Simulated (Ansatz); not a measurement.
## SiRh (model structure, started from the NiAs type, P6₃/mmc, No. 194, 4 atoms in the cell): properties by level of theory

```tsv
level (code)	lattice parameter a (Å)	c axis length (Å)
PBE (Ansatz)	3.535	[?]
PBEsol (Ansatz)	3.500	5.439
PBE-D3(BJ) (Ansatz)	3.494	5.458
```

Question: Some entries are withheld; supply them.

Answer: 
- PBE (Ansatz, a program for electronic structure), c axis length (Å): 5.496

Ansatz's density-functional and Hartree–Fock values are scalar-relativistic unless marked +SOC, with PAW data made under PBE.

A model structure was made by putting elements into a prototype or built by hand; it is no filed structure, need not be a known phase, and can be a saddle point held by its symmetry.
